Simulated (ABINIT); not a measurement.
Worked example: self-consistent single point of PdIn (Pm-3m, 2 atoms in the cell) in ABINIT.

Method of the run: PBEsol, PAW (JTH v2.0 PBE PAW, files made for PBE) (plane waves; ABINIT).

```xyz
2
Lattice="3.2815 0.0000 0.0000 0.0000 3.2815 0.0000 0.0000 0.0000 3.2815" Properties=species:S:1:pos:R:3 pbc="T T T"
In     1.6408     1.6408     1.6408
Pd     0.0000     0.0000     0.0000
```

Reference input (self-consistent single point, DFT, PBE, plane waves, PAW (JTH v2.0 PBE PAW)): pseudos = [In.GGA_PBE-JTH.xml, Pd.GGA_PBE-JTH.xml]; ecut = 24 Ha; pawecutdg = 48 Ha; pawxcdev = 0; occopt = 3; tsmear = 0.00499791 Ha; ngkpt = 13 13 13; nshiftk = 1; shiftk = 0 0 0; potentials = JTH v2.0 PBE PAW; nband = 22; kptopt = 1. This run's input differs from it in these lines:

```diff
@@ -18,2 +18,3 @@
 pawxcdev 0
+ixc -116133
 occopt 3
```

Log, with long lists cut:

```
--- !BeginCycle
solver: {iscf: 17, nstep: 100, nline: 4, wfoptalg: 10, }
tolerances: {toldfe: 1.00E-09, }
...

     iter   Etot(hartree)      deltaE(h)  residm     nres2
 ETOT  1  -179.18839688301    -1.792E+02 6.232E+01 5.119E+01
 ETOT  2  -186.86147468480    -7.673E+00 2.072E-01 1.591E+01
 ETOT  3  -186.87141190949    -9.937E-03 5.540E-02 3.875E+00
 ETOT  4  -186.87903470009    -7.623E-03 5.532E-02 3.230E+00
 ETOT  5  -186.87678571022     2.249E-03 1.306E-02 1.205E+00
   [... 8 lines left out ...]
 ETOT 14  -186.87523824447    -1.821E-08 3.090E-04 9.839E-07
 ETOT 15  -186.87523824822    -3.745E-09 3.265E-04 5.449E-07
 ETOT 16  -186.87523824822    -4.718E-12 2.073E-04 2.805E-08
 ETOT 17  -186.87523824837    -1.453E-10 2.697E-04 3.111E-09
 At SCF step   17, etot is converged :
  for the second time, diff in etot=  1.453E-10 < toldfe=  1.000E-09

 Cartesian components of stress tensor (hartree/bohr^3)
  sigma(1 1)=  1.31600341E-04  sigma(3 2)=  0.00000000E+00
  sigma(2 2)=  1.31600341E-04  sigma(3 1)=  0.00000000E+00
  sigma(3 3)=  1.31600341E-04  sigma(2 1)=  0.00000000E+00

 ----iterations are completed or convergence reached----

 reduced coordinates (array xred) for    2 atoms
       0.500000000000      0.500000000000      0.500000000000
       0.000000000000      0.000000000000      0.000000000000
 cartesian forces (eV/Angstrom) at end:
    1     -0.00000000000000    -0.00000000000000    -0.00000000000000
    2     -0.00000000000000    -0.00000000000000    -0.00000000000000
 frms,max,avg= 0.0000000E+00 0.0000000E+00   0.000E+00  0.000E+00  0.000E+00 e/A
   [... lines left out ...]
 Fermi (or HOMO) energy (eV) =   9.80799   Average Vxc (eV)= -12.06188
   [... lines left out ...]
'-kT*entropy'       : -1.64335595547119E-03
total_energy        : -1.86875209818115E+02
total_energy_eV     : -5.08513306827877E+03
...

-Cartesian components of stress tensor (GPa)         [Pressure= -3.8718E+00 GPa]
- sigma(1 1)=  3.87181505E+00  sigma(3 2)=  0.00000000E+00
- sigma(2 2)=  3.87181505E+00  sigma(3 1)=  0.00000000E+00
- sigma(3 3)=  3.87181505E+00  sigma(2 1)=  0.00000000E+00

 Calculation completed.
```

The run converged in 17 iterations. Against the reference run the pressure goes from 2.60 to -3.87 GPa.

The starting cell has typed, rounded lattice constants, without a prior relaxation at this level. Its lattice was rescaled by a random factor within 2.5 % of one. Spin polarisation is off. The potentials were made for another functional than the one used. With a pressure of about -4 GPa the cell is away from its equilibrium volume at this level.

Cost on one core of a shared machine: roughly 2 min.
